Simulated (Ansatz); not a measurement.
## Response to strain in ZnO

The parent structure is ZnO in the wurtzite structure (space group P6_3mc, No. 186).

```
ZnO
1.0
    3.18693     0.00000     0.00000
   -1.59347     2.75997     0.00000
    0.00000     0.00000     5.15257
Zn O
2 2
Direct
  0.33333   0.66667   0.00179
  0.66667   0.33333   0.50179
  0.33333   0.66667   0.38021
  0.66667   0.33333   0.88021
```

Strains are applied to the cell and any free atomic positions relax.

The values are results of Ansatz (a quantum-chemistry and plane-wave program), LDA, PAW, cutoff 420 eV, no spin-orbit coupling, not measurements.

Notes on the quantities. pressure: mean of the normal stresses, compression positive.

```tsv
isotropic strain (%)	pressure (GPa)
0	0.0
0.6	-2.8
1.2	-5.3
1.8	?
2.4	-9.8
3	-11.7
```

Problem. Fit P = P₀ − Bδ + Cδ² with δ = (1 + ε)³ − 1 to the rows shown and predict the withheld row.

Solution. Least squares on the printed values gives P₀ = 0.0 GPa, B = 159 GPa (at held cell shape), C = 350 GPa (largest residual 0.0 GPa); this predicts -7.7 GPa, and the run gives -7.6 GPa, in agreement.

Whether these cells are dynamically stable was not tested.
